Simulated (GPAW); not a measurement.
Worked example: self-consistent single point of AuAl2 (Fm-3m, 3 atoms in the cell) in GPAW.

Method of the run: PBE, GPAW PAW datasets PBE (gpaw-data 1.0.1) (plane waves; GPAW 25.7.0).

The change in words: lattice scaled by 0.98. Reference geometry:
```xyz
3
Lattice="0.0000 2.9340 2.9340 2.9340 0.0000 2.9340 2.9340 2.9340 0.0000" Properties=species:S:1:pos:R:3 pbc="T T T"
Al     1.4670     1.4670     1.4670
Al     4.4010     4.4010     4.4010
Au     0.0000     0.0000     0.0000
```

Reference input (self-consistent single point, DFT PBE, plane waves, GPAW PAW datasets PBE (gpaw-data 1.0.1)): mode = pw; ecut = 550 eV; xc = PBE; kpts = 13 13 13; mesh shift (steps) = 0 0 0; occupations.name = methfessel-paxton; occupations.width = 0.05 eV; occupations.order = 0; nbands = -11; convergence.density = 1e-05 e/electron; symmetry.symmorphic = false; symmetry.tolerance = 0.0005. This run's input differs from it in these lines:

```diff
@@ -5,5 +5,5 @@
 atoms = Atoms(['Al', 'Al', 'Au'],
-              cell=[[0.000000, 2.934000, 2.934000],
-                    [2.934000, 0.000000, 2.934000],
-                    [2.934000, 2.934000, 0.000000]],
+              cell=[[0.000000, 2.875320, 2.875320],
+                    [2.875320, 0.000000, 2.875320],
+                    [2.875320, 2.875320, 0.000000]],
               scaled_positions=[[0.250000, 0.250000, 0.250000],
```

The program printed (abridged):

```
     iter     time        total  log10-change:
                         energy   eigst   dens
iter:   1 --:--:--   -13.240760
iter:   2 --:--:--   -12.748128   -1.79  -0.98
iter:   3 --:--:--   -11.656788   -0.79  -1.01
iter:   4 --:--:--   -11.450185   -2.12  -1.30
iter:   5 --:--:--   -11.526486   -1.71  -1.32
iter:   6 --:--:--   -11.407186   -2.54  -1.63
iter:   7 --:--:--   -11.443498   -2.07  -1.97
iter:   8 --:--:--   -11.415791   -3.53  -1.96
iter:   9 --:--:--   -11.390960   -2.69  -2.11
iter:  10 --:--:--   -11.391002   -4.42  -2.98
iter:  11 --:--:--   -11.391020c  -4.82  -3.03
iter:  12 --:--:--   -11.391011c  -6.96  -3.11
iter:  13 --:--:--   -11.390954c  -5.81  -3.13
iter:  14 --:--:--   -11.390970c  -6.55  -3.49
iter:  15 --:--:--   -11.390992c  -5.22  -3.48
iter:  16 --:--:--   -11.390957c  -5.47  -3.30
iter:  17 --:--:--   -11.390957c  -6.66  -3.90
iter:  18 --:--:--   -11.390957c  -6.54  -3.94
iter:  19 --:--:--   -11.390958c  -6.73  -3.63
iter:  20 --:--:--   -11.390958c  -8.62c -4.40
iter:  21 --:--:--   -11.390957c  -8.20c -4.45
iter:  22 --:--:--   -11.390957c  -9.32c -4.80
iter:  23 --:--:--   -11.390957c -10.11c -5.05c
Converged after 23 iterations.

Dipole moment: (0.000000, 0.000000, 0.000000) |e|*Ang

Energy contributions relative to reference atoms: (reference = -529805.117639)

Kinetic:        +16.976375
Potential:      -12.413351
External:        +0.000000
XC:             -16.231529
Entropy (-ST):   -0.001070
Local:           +0.278083
SIC:             +0.000000
--------------------------
Free energy:    -11.391492
Extrapolated:   -11.390957

Showing only first 2 kpts
 Kpt  Band  Eigenvalues  Occupancy
  0     6     11.95080    0.00000
  0     7     11.95080    0.00000
  0     8     11.95080    0.00000
  0     9     12.30677    0.00000

  1     6     11.09845    0.00000
  1     7     11.09845    0.00000
  1     8     11.40349    0.00000
  1     9     12.03505    0.00000

Fermi level: 8.97905

No gap
No difference between direct/indirect transitions
Energy (eV): -11.390957

Forces in eV/Ang:
  0 Al    0.00000   -0.00000   -0.00000
  1 Al   -0.00000    0.00000    0.00000
  2 Au    0.00000   -0.00000   -0.00000

Stress tensor:
    -0.154116     0.000000     0.000000
     0.000000    -0.154116     0.000000
     0.000000     0.000000    -0.154116
Stress (GPa, Voigt): [-24.6921 -24.6921 -24.6921   0.       0.       0.    ]
```

The run converged in 23 iterations. GPAW prints stress with tension positive. Against the reference run the free energy goes up by 116 meV/atom and the pressure goes from 13.33 to 24.69 GPa.

The starting cell has typed, rounded lattice constants, without a prior relaxation at this level. Its lattice was rescaled by a random factor within 2.5 % of one. For this run, on top of that: lattice scaled by 0.98. With a pressure of about 25 GPa the cell is away from its equilibrium volume at this level.

Cost on one core of a shared machine: roughly 90 s.
